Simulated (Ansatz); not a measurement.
Base system: Cu in the fcc (Cu type) structure (space group Fm-3m, No. 225; relaxed with 0.1 eV smearing).

```
CELL_PARAMETERS angstrom
      0.00000     1.78838     1.78838
      1.78838     0.00000     1.78838
      1.78838     1.78838     0.00000
ATOMIC_POSITIONS crystal
  Cu 0.00000 0.00000 0.00000
```

Cartesian axes are those of the cell as printed.

All numbers come from plane-wave PAW DFT at the r2SCAN level (Ansatz, an electronic-structure program, 500 eV), no spin-orbit coupling.

One thing is altered: tensor shear ε_xy = +1.14 % (engineering shear γ = 0.0228); the atoms relax in the strained cell.

Task: Predict the stress tensor and what it implies for the stiffness.

Result: Stress of the strained cell less that of the base (GPa, compression positive):
```
    0.2    -2.1     0.0
   -2.1     0.2     0.0
    0.0     0.0     0.0
```

Then −Δσ/γ with γ = 2ε = 0.0228 gives relaxed-ion elastic constants: C66 ≈ 92 GPa.

Stability against distortions was not tested. The final runs are not spin-polarised.
